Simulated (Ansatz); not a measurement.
Output of an Ansatz run (abridged):

```
WARN ansatz: RAYON_NUM_THREADS=1 ignored (pool sized by the plan → 1); use --threads N
Pseudopotentials: kind: paw
Pseudopotential: H, paw, valence charge 1
Pseudopotential: O, paw, valence charge 6
Pseudopotential: Cl, paw, valence charge 7
Crystal: 32 atoms, lattice volume = 318.009 Å³
Basis set: ecut = 420 eV, 6209 PW (Γ)
Bands: 80, of which v1, the nominal top of the filled ones, is band 48 counted from 1 (47 counted from 0)
Symmetry: 4 space group operations
Space group: P21/c (ITA 14), of the structure as read, at distance tolerance 6.8e-5 Å
k-points: 30 of 84
PAW frozen core: O, regenerated for the run's functional, and the local potential with it
PAW frozen core: Cl, regenerated for the run's functional, and the local potential with it
Initial density: superposition of atomic densities (neutral atoms: chi_scale 0, normalization atom), corrected by the library's trained network
Initial wavefunctions: pseudopotential atomic-orbital guess
Eigensolver: davidson
Functional: x = slater, c = lda
SCF iter   1: F=—  HF=-8940.913519 eV  |F-HF|=—  |Δ(HF+E_count)|=         —  Δρ=7.97e-3  dr2=1.63e-1  ethr=1.77e-3  ⟨swp⟩=7.9  Hψ=11828  notcnv=0
all-band conjugate gradients solve this SCF's bands
preconditioner: auto → Resta (q_TF=auto, 2.235 Å⁻¹)
SCF iter   2: F=—  HF=-8940.868237 eV  |F-HF|=—  |Δ(HF+E_count)|=   4.53e-2  S|Δr|=    0.00e0  Δρ=4.07e-3  dr2=3.81e-2  ethr=1.70e-4  ⟨swp⟩=1.0  Hψ=2760  notcnv=0
SCF iter   3: F=—  HF=-8940.858078 eV  |F-HF|=—  |Δ(HF+E_count)|=   1.02e-2  S|Δr|=    0.00e0  Δρ=1.56e-3  dr2=6.67e-3  ethr=3.97e-5  ⟨swp⟩=2.0  Hψ=2604  notcnv=0
SCF iter   4: F=—  HF=-8940.856539 eV  |F-HF|=—  |Δ(HF+E_count)|=   1.54e-3  S|Δr|=    0.00e0  Δρ=3.52e-4  dr2=2.58e-4  ethr=6.95e-6  ⟨swp⟩=2.0  Hψ=2871  notcnv=0
SCF iter   5: F=—  HF=-8940.856626 eV  |F-HF|=—  |Δ(HF+E_count)|=   8.66e-5  S|Δr|=    0.00e0  Δρ=1.08e-4  dr2=2.90e-5  ethr=2.69e-7  ⟨swp⟩=2.0  Hψ=2755  notcnv=0
SCF iter   6: F=—  HF=-8940.856916 eV  |F-HF|=—  |Δ(HF+E_count)|=   2.91e-4  S|Δr|=    0.00e0  Δρ=6.66e-5  dr2=1.02e-5  ethr=3.02e-8  ⟨swp⟩=2.0  Hψ=3031  notcnv=0
SCF iter   7: F=—  HF=-8940.856915 eV  |F-HF|=—  |Δ(HF+E_count)|=   1.34e-6  S|Δr|=    0.00e0  Δρ=1.06e-5  dr2=3.19e-7  ethr=1.06e-8  ⟨swp⟩=2.0  Hψ=2939  notcnv=0
SCF iter   8: F=-8940.856915 eV  HF=-8940.856915 eV  |F-HF|=1.01e-8  |Δ(HF+E_count)|=   2.71e-7  S|Δr|=    0.00e0  Δρ=2.39e-6  dr2=1.76e-8  ethr=1.04e-10  ⟨swp⟩=13.0  Hψ=13425  notcnv=0
SCF 1 converged in 8 iterations: F = -8940.856915 eV  dr2 = 1.76e-8
SCF converged after 8 iterations
Stability not checked (fill_not_monotonic)
Free energy (F): -8940.856915 eV
Harris-Foulkes:  -8940.856915 eV  (|F-HF|=1.01e-8)
Internal energy: -8940.856915 eV  (E = F + TS)
E sigma→0 (E₀):  -8940.856915 eV
Fermi energy:    1.487078 eV
Step filling:    the computed levels leave a gap of 4.6991 eV = 17.3 smearing widths
--- Per-component energies (eV) ---
  E_band       = -735.936436
  E_kinetic    = 2290.470858
  E_local      = -5558.382787  (includes V_loc(G=0)·N_el)
  E_nonlocal   = 553.897055
  E_hartree    = 1862.302415
  E_xc         = -1163.298844
  E_vxc        = -1440.221579  (∫ρ·V_xc dr)
  E_paw        = -3693.867803  (= ΣΔE_a)
  E_vpaw       = -306.306604  (= ΣTr[D̂ρ^β])
  E_aug_tail   = 0.000906  (compensation charges beyond the density's cutoff)
  E_ewald      = -3233.516054
  E_core_change = 1.537339  (= ΣΔE_core)
  E_smearing   = 0.000000  (= −TS)
  E_closure    = -0.000000  (closes the sum)
  Σ components = -8940.856915   (vs F -8940.856915, Δ=0.00e0)
--- Forces (eV/Å), atoms counted from 1 ---
  atom   1  H     -1.29911757     0.80406288    -1.77244527
  atom   2  H      1.29911757     0.80406288     1.77244527
  atom   3  H      1.29911757    -0.80406288     1.77244527
  atom   4  H     -1.29911757    -0.80406288    -1.77244527
  atom   5  H      0.68414741    -1.18860365    -1.21120816
  atom   6  H     -0.68414741    -1.18860365     1.21120816
   [... 21 lines left out ...]
  atom  28  H     -0.25937585    -0.07241291    -0.00589468
  atom  29  H      0.64513898     0.32213566     0.22657462
  atom  30  H     -0.64513898     0.32213566    -0.22657462
  atom  31  H     -0.64513898    -0.32213566    -0.22657462
  atom  32  H      0.64513898    -0.32213566     0.22657462
  max |Σ_I F_I| component: 4.72e-16 eV/Å
--- Stress (GPa, compression-positive) ---
       -2.496489       0.000000       3.332486
        0.000000      -5.100865      -0.000000
        3.332486      -0.000000      -2.660039
  P = ⅓ Tr σ = -3.4191 GPa (-34.191 kbar)
  The stress holds the Pulay correction. Without it, at fixed plane waves, as pw.x and ABINIT print it: P = -3.9996 GPa
--- Band table (eV; the first three rows and the last of 30) ---
  k-point 0: bands = ["-20.7503", "-20.7205", "-20.6593", "-20.6334", "-19.3733", "-19.3593", "-19.3327", "-19.3249", "-13.3517", "-13.3083", "-13.2676", "-13.2325", "-8.4655", "-8.4477", "-8.4207", "-8.4090", "-8.1567", "-8.1239", "-8.0635", [...]
  k-point 1: bands = ["-20.7411", "-20.7198", "-20.6571", "-20.6390", "-19.3971", "-19.3880", "-19.3113", "-19.3049", "-13.3415", "-13.2869", "-13.2835", "-13.2314", "-8.4817", "-8.4591", "-8.4535", "-8.4173", "-8.1377", "-8.0863", "-8.0544", [...]
  k-point 2: bands = ["-20.7253", "-20.7253", "-20.6500", "-20.6500", "-19.4098", "-19.4098", "-19.2963", "-19.2963", "-13.3137", "-13.3137", "-13.2494", "-13.2494", "-8.4864", "-8.4864", "-8.4537", "-8.4537", "-8.0797", "-8.0797", "-8.0286", [...]
  k-point 29: bands = ["-20.6701", "-20.6647", "-20.6008", "-20.5962", "-19.3871", "-19.3861", "-19.3401", "-19.3387", "-13.2846", "-13.2619", "-13.1609", "-13.1502", "-8.5819", "-8.5770", "-8.5638", "-8.5322", "-8.2444", "-8.2069", "-8.2017", [...]
```

The structure:

```xyz
32
Lattice="3.9962 0.0000 0.0000 0.0000 12.0707 0.0000 -1.2314 0.0000 6.5927" Properties=species:S:1:pos:R:3 pbc="T T T"
H      0.3795     1.9313     6.0982
H      1.7696     7.9666     3.7908
H      2.3853    10.1394     0.4945
H      0.9952     4.1040     2.8019
H      0.3743     1.3278     2.7030
H      3.0062     7.3631     0.5933
H      2.3905    10.7429     3.8897
H     -0.2414     4.7076     5.9993
O      0.8123     0.6904     1.9607
O      2.5682     6.7258     1.3357
O      1.9525    11.3802     4.6320
O      0.1966     5.3449     5.2570
H      2.8249     2.2934     0.4945
H      0.5556     8.3288     2.8019
H     -0.0601     9.7772     6.0982
H      2.2092     3.7419     3.7908
Cl    -0.1098     3.9556     0.9770
Cl     3.4902     9.9909     2.3193
Cl     2.8745     8.1151     5.6157
Cl    -0.7255     2.0798     4.2734
O      2.1810     1.5438     0.1609
O      1.1994     7.5792     3.1355
O      0.5837    10.5268     6.4318
O      1.5653     4.4915     3.4572
H      1.5213     1.1226     1.0548
H      1.8591     7.1579     2.2415
H      1.2434    10.9481     5.5379
H      0.9056     4.9128     4.3512
H      0.2147    11.9500     1.8460
H      3.1658     5.9146     1.4504
H      2.5501     0.1207     4.7467
H     -0.4010     6.1560     5.1423
```

**Question.** Write an input that gives this output.

**Answer.** Other spellings and defaults could give the same log, and not every line can be read from it. The input that was run (DFT, LDA (PW92), plane waves, default PAW files made with PBE):

Ansatz 0.2 input:
```yaml
crystal:
  lattice:
    - [3.996188, 0.000000, 0.000000]
    - [0.000000, 12.070672, 0.000000]
    - [-1.231407, 0.000000, 6.592690]
  atoms:
    - { symbol: H, position_ang: [0.379500, 1.931308, 6.098238] }
    - { symbol: H, position_ang: [1.769578, 7.966644, 3.790797] }
    - { symbol: H, position_ang: [2.385281, 10.139364, 0.494452] }
    - { symbol: H, position_ang: [0.995203, 4.104028, 2.801893] }
    - { symbol: H, position_ang: [0.374284, 1.327774, 2.703003] }
    - { symbol: H, position_ang: [3.006200, 7.363110, 0.593342] }
    - { symbol: H, position_ang: [2.390497, 10.742898, 3.889687] }
    - { symbol: H, position_ang: [-0.241419, 4.707562, 5.999348] }
    - { symbol: O, position_ang: [0.812255, 0.690442, 1.960666] }
    - { symbol: O, position_ang: [2.568229, 6.725778, 1.335679] }
    - { symbol: O, position_ang: [1.952526, 11.380230, 4.632024] }
    - { symbol: O, position_ang: [0.196552, 5.344894, 5.257011] }
    - { symbol: H, position_ang: [2.824862, 2.293428, 0.494452] }
    - { symbol: H, position_ang: [0.555623, 8.328764, 2.801893] }
    - { symbol: H, position_ang: [-0.060081, 9.777244, 6.098238] }
    - { symbol: H, position_ang: [2.209158, 3.741908, 3.790797] }
    - { symbol: Cl, position_ang: [-0.109764, 3.955559, 0.977037] }
    - { symbol: Cl, position_ang: [3.490248, 9.990895, 2.319308] }
    - { symbol: Cl, position_ang: [2.874545, 8.115113, 5.615653] }
    - { symbol: Cl, position_ang: [-0.725467, 2.079777, 4.273382] }
    - { symbol: O, position_ang: [2.181044, 1.543839, 0.160862] }
    - { symbol: O, position_ang: [1.199440, 7.579175, 3.135483] }
    - { symbol: O, position_ang: [0.583737, 10.526833, 6.431828] }
    - { symbol: O, position_ang: [1.565341, 4.491497, 3.457207] }
    - { symbol: H, position_ang: [1.521336, 1.122572, 1.054830] }
    - { symbol: H, position_ang: [1.859149, 7.157908, 2.241515] }
    - { symbol: H, position_ang: [1.243445, 10.948100, 5.537860] }
    - { symbol: H, position_ang: [0.905632, 4.912764, 4.351175] }
    - { symbol: H, position_ang: [0.214672, 11.949965, 1.845953] }
    - { symbol: H, position_ang: [3.165812, 5.914629, 1.450392] }
    - { symbol: H, position_ang: [2.550109, 0.120707, 4.746737] }
    - { symbol: H, position_ang: [-0.401031, 6.156043, 5.142298] }
basis:
  ecutwfc: 420.0
kpoints:
  mp_grid: { grid: [7, 3, 4] }
hamiltonian:
  xc: lda
  pseudopotentials: { kind: paw }
scf:
  occupations: { method: methfessel_paxton, width: 0.272 }
output:
  forces: true
  eigenvalues: true
  stress: true
```

The starting cell comes from a database of published, mostly measured structures (it also holds non-ambient and calculated ones), without a prior relaxation at this level. Its lattice was rescaled by a random factor within 2.5 % of one. With a pressure of about -3 GPa the cell is away from its equilibrium volume at this level. Forces in this geometry exceed 1 eV/Å. Ansatz's pressure includes its estimate of the finite-basis (Pulay) stress. Without the estimate this run gives -4.00 GPa.

Ansatz is a quantum-chemistry and plane-wave program.
